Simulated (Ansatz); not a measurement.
Start from TiC in the rock salt structure (space group Fm-3m, No. 225; a = 4.261 Å; relaxed with 0.1 eV smearing). Axes: x, y, z lie along the cube axes.

Level of theory: plane-wave PAW DFT at the LDA level (Ansatz, an electronic-structure program, 420 eV), spin-orbit coupling left out.

For the base:

```
Property                        Result
-----------------------------  -------
Band gap                          zero
Shortest interatomic distance  2.130 Å
```

One thing is altered: tensor shear ε_xy = +1.43 % (engineering shear γ = 0.0286); the atoms relax in the strained cell.

Q: Estimate the effect on the stress.

A: The stress (xx, yy, zz, yz, xz, xy; compression positive) amounts to (0.1, 0.1, 0.0, 0.0, 0.0, -5.1) GPa.

Q: What happens to the energy relative to the base?

A: The energy increases by 4.4 meV/atom.

Q: What does the calculation give for the band gap after the change?

A: The band gap remains zero.

Q: Estimate the effect on the shortest interatomic distance.

A: The shortest interatomic distance is still 2.130 Å.

Stability against distortions was not tested. All final runs are without spin polarisation.
